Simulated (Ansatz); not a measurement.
The reference is ZnCu2SnS4 (space group I-4, No. 82; a = 5.4683 Å, c = 10.9350 Å). Axes: x, y, z lie along a, b, c of the conventional cell.

Structures relaxed with Ansatz (a first-principles code), PBE, PAW, cutoff 420 eV, no spin-orbit coupling.

Base:

Simulated powder pattern, Cu Kα1, λ = 1.54056 Å (kinematic, ideal powder, no thermal factors, no anomalous dispersion; the 10 strongest lines at most, above 2 %, up to 2θ = 90°):

| 2θ (°) | I/Imax (%) | hkl |
|---|---|---|
| 18.12 | 4.0 | (101) |
| 28.24 | 100 | (112) |
| 32.73 | 16 | (200) |
| 46.96 | 58 | (204) |
| 55.71 | 41 | (116) |
| 58.42 | 4.2 | (224) |
| 68.59 | 8.7 | (008) |
| 75.76 | 16 | (316) |
| 78.10 | 5.0 | (420) |
| 87.28 | 18 | (228) |

The change: biaxial strain −2.25 %, plane normal [001], relaxed out of plane (Cartesian); in-plane vectors clamped, the third vector and the atoms free.

Task: Predict the new powder pattern.

Result: 
Simulated powder pattern, Cu Kα1, λ = 1.54056 Å (kinematic, ideal powder, no thermal factors, no anomalous dispersion; the 10 strongest lines at most, above 2 %, up to 2θ = 90°):

```csv
2θ (°),I/Imax (%),hkl
28.44,100,(112)
31.84,5.6,(004)
33.50,10,(200)
46.89,40,(204)
48.11,18,(220)
54.67,15,(116)
56.84,26,(132)
75.76,11,(316)
86.23,6.3,(228)
88.92,12,(244)
```

The indices refer to the base's conventional cell; one index is shown for lines that coincide.

Whether these cells are dynamically stable was not tested. All final runs are without spin polarisation.
